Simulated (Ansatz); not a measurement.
Structure of amorphous In$_{24}$O$_{39}$Ga$_{2}$ (periodic cell):

```xyz
65
Lattice="9.9963 0.0692 -0.1136 0.0692 9.3684 0.4010 -0.1136 0.4010 9.7444" Properties=species:S:1:pos:R:3 pbc="T T T"
In     6.1350     7.6634     1.4429
In     8.9568     7.7038     3.5059
In     2.5640     8.5213     1.7769
In     3.8777     5.4426     3.8090
In     2.4997     8.6658     5.2129
In     3.1997     2.3274     3.3180
In     1.2774     0.3563     7.8300
In     4.2794     4.3534     7.4082
In     6.9062     5.9552     8.7089
In     9.4012     1.4379     4.9777
In     0.1854     3.9372     2.4379
In     9.7731     6.7660     0.5984
In     0.5910     3.8507     8.7927
In     6.5648     0.9097     2.8781
In     6.2108     7.0656     5.3090
In     0.0089     6.8523     6.8510
In     9.2205     0.7133     0.8750
In     3.2805     5.0068     0.5774
In     7.2105     2.9543     7.9471
In     1.4734     3.5772     5.6152
In     7.7470     9.0652     7.9847
In     4.0946     8.1045     8.0570
In     4.2519     1.9576     9.6419
In     7.4579     4.0296     4.5804
O      6.6409     8.1253     3.5000
O      3.2226     9.5029     9.4264
O      1.6359     1.4305     4.6118
O      2.0476     4.1500     3.4287
O      5.0377     1.6512     4.1252
O      3.7583     9.6127     6.6447
O      1.8727     7.9014     7.1911
O      3.1032     1.1199     1.6657
O      3.8392     6.7936     1.8372
O      6.0760     8.0622     8.9540
O      4.0169     7.1388     5.0502
O      6.7671     5.6668     1.0410
O      7.4750     2.3194     5.8204
O      8.7444     0.5654     3.1294
O      0.7883     2.2947     7.2895
O      8.7395     7.2045     8.4470
O      2.9368     3.5983     9.0203
O      5.8364     0.4345     0.9588
O      1.0234     5.0605     7.0276
O      8.2193     1.3178     8.7224
O      9.5596     9.2354     6.7613
O      8.4927     6.6883     5.2929
O      1.1706     5.0873     0.4903
O      8.3778     8.1768     1.4244
O      9.3675     5.8767     2.4499
O      6.1854     5.3257     6.8402
O      4.3586     3.9706     2.1332
O      6.0464     5.3602     3.9893
O      5.2162     2.2511     7.4586
O      6.4772     8.9917     6.3173
O      8.4905     4.4540     8.5105
O      9.5466     3.5261     4.3812
O      1.3344     8.0508     3.5519
O      0.8169     8.6145     0.4859
O      0.2247     2.4450     0.9941
O      3.5560     3.9852     5.5079
O      4.1089     6.1179     8.6003
O      7.2791     2.9785     2.6327
O      5.7940     3.6724     9.5670
Ga     5.2934     1.1770     5.9013
Ga     6.1784     3.9899     1.5560
```

The numbers are results of PBE, scalar-relativistic without spin-orbit coupling (plane waves to 420 eV, PAW; Ansatz, an electronic-structure program), not measurements.

A CHGNet melt-quench gave the starting glass, which DFT then relaxed. O atoms were pushed apart under 1.9 Å during the dynamics, to hinder bonds among them. The hot cell started wider than the set density and was brought back towards it in steps. It is the lowest in DFT energy of 2 quenches. It is a model cell: composition and starting density were chosen by hand, and all elements were melted together. No dispersion term was used. Its density started from a set value of 6.42 and ended at 6.42 g/cm³. Cooling (nominally 330 K/ps over its main leg) ran many orders faster than in experiment, which tends to leave more defects and strain. A cell of this size samples the disorder only roughly. The volume was held where the preparation left it and the shape relaxed, at a PBE pressure of 0.2 GPa.

Bonds are counted up to In-In 3.12 Å, In-O 2.56 Å, In-Ga 2.90 Å, O-O 1.58 Å, O-Ga 2.26 Å, Ga-Ga 2.68 Å. Two cations that share two anions don't count as bonded, nor two that share one unless they lie closer than In-In 3.04 Å, In-Ga 2.82 Å, Ga-Ga 2.61 Å.

Problem. Give the coordination numbers, mean bond lengths and angles.

Solution. 
- Mean coordination of In by anions = 5.25 (1 with 4, 16 with 5, 7 with 6)
- Mean coordination of O = 3.44 (22 with 3, 17 with 4)
- Mean coordination of Ga by anions = 4.00 (2 with 4)
- Mean In-O bond = 2.193 Å (spread 0.095 Å, 126 counted)
- Mean O-Ga bond = 1.881 Å (spread 0.026 Å, 8 counted)
- Bond angle at In = mean 105.3°, spread 28.1°
- Bond angle at O = mean 111.7°, spread 14.9°
- Bond angle at Ga = mean 108.4°, spread 10.6°

Problem. List the pairs of like atoms that count as bonded by the rules above.

Solution. There are none by these rules.
